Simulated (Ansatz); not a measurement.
# ZnIn2O4 (model structure, started from the defect chalcopyrite type, I-4, No. 82, 7 atoms in the cell): properties by level of theory

```tsv
level (code)	lattice constant a (Å)	lattice parameter c (Å)	formation enthalpy (eV/atom)
PBE (Ansatz)	4.787	10.095	-1.315
PBEsol (Ansatz)	4.695	___	-1.350
PBE-D3(BJ) (Ansatz)	___	___	___
```

Problem. Complete the blanks.

Solution. 
- PBEsol (Ansatz, an electronic-structure program), lattice parameter c (Å): 10.027
- PBE-D3(BJ) (Ansatz), lattice constant a (Å): 4.722
- PBE-D3(BJ) (Ansatz), lattice parameter c (Å): 10.084
- PBE-D3(BJ) (Ansatz), formation enthalpy (eV/atom): -1.329

Ansatz's density-functional and Hartree–Fock values are scalar-relativistic unless marked +SOC, with PAW data made under PBE.

A model structure was made by putting elements into a prototype or built by hand; it is no filed structure, need not be a known phase, and can be a saddle point held by its symmetry.
